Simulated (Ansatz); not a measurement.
System: RhTe2 (P-3m1, No. 164, 3 atoms in the cell; start mp-228). Method: LDA (Ansatz, a first-principles code, plane waves, PAW).

Settings: plane-wave cutoff 520 eV, 18×18×10 k mesh (along the axes of the cell as run), Fermi–Dirac smearing 0.05 eV, no spin polarisation, scalar-relativistic PAW data made under PBE.

Cell (relaxed at this level):

RhTe2 has the trigonal space group P-3m1 (No. 164), Pearson symbol hP3. Conventional cell: a = b = 3.8861 Å, c = 5.2488 Å, α = β = 90.00°, γ = 120.00°. Te on 2d sees 3 Rh at 2.619 Å (trigonal pyramidal). Rh on 1a is coordinated by 6 Te at 2.619 Å (octahedral). (Neighbours: up to the widest gap in distance over summed covalent radii, below 1.35, at either atom; cation-cation and far metal-metal contacts left out.)

Problem. Predict the bulk modulus B0.

Solution. 
bulk modulus B0: 68.7 GPa

The run finds no gap.

Note: the bulk modulus is −V dP/dV from two relaxed cells at ±2 % in volume; the relaxation could not lower the start's symmetry, so the cell can be a saddle point above a distorted one.

Spin–orbit coupling is not included; it can open a gap where bands touch, and shift volumes and moduli.

The computed numbers hold no vibrational or temperature effects.

It cost around 10 core-minutes (rough) of CPU time.

A start named mp-… is a Materials Project structure, which need not be a measured phase.
